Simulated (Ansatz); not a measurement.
The starting structures come from a database of crystals and need not be the phases stable at ambient conditions.

The decay constant κ of evanescent states in the gap governs leakage through a thin film.

Data:

```
CELL_PARAMETERS angstrom
      3.22138     0.00000     0.00000
      0.00000    11.38010     0.00000
      1.61069     0.00000     2.78980
ATOMIC_POSITIONS crystal
  Sc 0.00000 0.00000 0.00000
  Sc 0.00000 0.50000 0.00000
  Cu 0.66667 0.25000 0.66667
  Cu 0.33333 0.75000 0.33333
  O  0.33333 0.58966 0.33333
  O  0.66667 0.41034 0.66667
  O  0.66667 0.08966 0.66667
  O  0.33333 0.91034 0.33333
```

Space group of this cell: P6_3/mmc. The cell is taken as given; by r2SCAN its mean pressure is -0.9 GPa.

Transport runs along the normal of the first two printed cell vectors, the (100) plane of the conventional cell.

The gap is the functional's own. No spin-orbit coupling. Mid-gap values are interpolated on the energy grid.

Give the band gap and the smallest decay constant κ at mid-gap that r2SCAN (Ansatz, a program for electronic structure) yields.

Gap 2.57 eV on a 12×4×12 mesh; κ = 0.272 1/Å, at the zone centre.
